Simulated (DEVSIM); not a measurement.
System: TaN/AlN/SiO2/p-Si capacitor, at 300 K.

Layer 1 from the left is AlN, thickness (nm) 2.00. Layer 2 from the left is SiO2, thickness (nm) 0.880. Layer 3 from the left is Si, thickness (nm) 2700, Na (cm⁻³) 4.5e16.

Metal gate on the left, work function 4.4 eV. Fixed charge at the semiconductor interface -7.7e10 cm⁻² (in units of +e); no interface traps.

The device is made up for the run: typed textbook-type constants, with dimensions and the other settings drawn at random. Values at 300 K.

AlN: gap (eV) 6.1, affinity (eV) 1.9, permittivity 8.5. SiO2: gap (eV) 9, affinity (eV) 0.9, permittivity 3.9. Si: gap (eV) 1.124, affinity (eV) 4.05, permittivity 11.7, Nc (cm⁻³) 2.86e19, Nv (cm⁻³) 3.1e19.

Estimate by hand the flat-band voltage, the threshold voltage, and compare with a numerical solution.


- Flat-band voltage: C = 1.92 μF/cm², work-function difference -0.605 V; VFB = φms − qNf/C = -0.60 V; numerical -0.60 V.
- Threshold voltage: φF = 0.394 V, depletion charge √(4εqNφF) = 1.09e-7 C/cm²; VT = VFB + 2φF + Qd/C = 0.25 V; numerical 0.25 V.

Model (solved in DEVSIM): 1D Poisson equation in equilibrium, Boltzmann statistics, complete ionisation; no quantum confinement or tunnelling. Metal contacts follow the ideal Schottky-Mott rule: no Fermi-level pinning, no interface dipoles.
